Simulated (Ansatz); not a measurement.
## PbSe: energy against strain

PbSe (rock salt, Fm-3m, 28.395 Å³/atom at rest, cube axes along x, y and z) under a strain ε along a cube axis (axis z), the other axes held. PBEsol in Ansatz, a plane-wave DFT program (PAW, default set), 420 eV, 9×9×9 Γ-centred mesh, Fermi-Dirac smearing 0.05 eV; ions are relaxed within the symmetry of each cell.

Here s stands for strain and y for E less E0.

```csv
strain (%),E less E0 (meV/atom)
-3.00,?
-1.50,2.93
-1.00,1.28
-0.50,0.31
0.00,0.00
0.50,0.30
1.00,1.17
1.50,2.57
```

Taking a parabola for y over the 7 complete rows: Least squares gives y = 0.000 - 0.0936·s + 1.2224·s². Residuals (row less fit): 0.039, -0.036, -0.042, 0.000, 0.041, 0.041, -0.040; standard error 0.049 (degrees of freedom: 4). Twice the quadratic coefficient over the volume, 2 × 1.2224 meV × 10⁴ × 0.1602 / 28.395 Å³, is the elastic constant C11 = 138 ± 2 GPa.

Q: Predict the withheld y at s = -3.00 from the fit, and compare with the calculation.

A: y = 0.000 - 0.0936 × (-3.0) + 1.2224 × (-3.0)² = 11.282 meV/atom. The calculation gives 12.51 meV/atom, 1.228 meV/atom above the prediction (9.8 % of the range of y in the table). The row lies outside the fitted rows, so this is an extrapolation. From the scatter of the fitted rows alone, a prediction at this place has a standard error of 0.188 meV/atom, so the miss is 6.5 times that.

One order more, fitted to all 13 runs of the series, follows each within 0.01, so the miss is the next term of a smooth law. This level leaves no gap over 0.05 eV at strain -3.00, where the mesh may be coarse. Rows are the converged runs of the series near zero and its far end; series whose fitted rows scatter by over a few per cent of the range, as at a crossing or softening among them, aren't shown in this form. Most that stay on the fit to the last digits aren't either.
